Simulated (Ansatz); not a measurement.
Amorphous Al28O47P2, 77 atoms at 3.01 g/cm³, one PBE-relaxed geometry, zone centre. Methods: PBE, scalar-relativistic without spin-orbit coupling (Ansatz, a quantum-chemistry and plane-wave program); r2SCAN, scalar-relativistic without spin-orbit coupling (Ansatz); HSE06, scalar-relativistic without spin-orbit coupling (Ansatz). Plane waves to 420 eV (r2SCAN 500 eV); exact exchange is cut at the cell's faces. At PBE the levels at the filled edge of the gap are localised (band-tail or defect states). All rungs ran without spin polarisation.

Preparation: random packing, a CHGNet melt and quench, and a DFT relaxation. O atoms were pushed apart under 1.9 Å during the dynamics, to hinder bonds among them. The hot cell started wider than the set density and was brought back towards it in steps. It is the lowest in DFT energy of 2 quenches. It is a model cell: composition and starting density were chosen by hand, and all elements were melted together. No dispersion term was used. Its density started from a set value of 3.01 and ended at 3.01 g/cm³. Cooling (nominally 410 K/ps over its main leg) ran many orders faster than in experiment, which tends to leave more defects and strain. Values belong to this one cell and scatter from quench to quench. The volume was held where the preparation left it and the shape relaxed, at a PBE pressure of 0.3 GPa.

The relaxation ran on the zone centre alone. At PBE the level gap is 3.91 eV on a 2×2×2 Γ-centred mesh, and the spacing at the zone centre alone 3.92 eV.

Q: What zone-centre spacing does r2SCAN give, roughly?

A: 4.56 eV (+0.64 eV against PBE).

Q: What zone-centre spacing does HSE06 give, roughly?

A: 5.66 eV (+1.74 eV against PBE).

The highest filled and the lowest empty state spread over these numbers of atoms (participation numbers): PBE: 10.9 and 65.6; r2SCAN: 10.6 and 64.5; HSE06: 10.1 and 64.9.
